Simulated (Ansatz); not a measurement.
A constructed model of the (111) surface of fcc Pd, a pseudomorphic layer of Zn in the host's stacking (bottom of the slab: a bare face, its two planes held)

Method: PBE (plane waves to 420 eV, PAW; Ansatz, an electronic-structure program).

Set-up: 7 atoms, 13.6 Å thick at the start; mesh 15x15x1; 0.1 eV smearing; dipole correction on; 2 atoms held, the rest relaxed; symmetry of the start imposed; no spin, no spin-orbit, no U. In PBE it is, or lies within 0.01 eV a 1x1 cell of, the lowest of the 2 structures of its composition computed so far; larger cells were not tried.

| Property | Result |
|---|---|
| work function of the top face | 4.36 eV |
| energy released by relaxation | 0.034 eV |
| cost | very roughly 80 core-seconds |
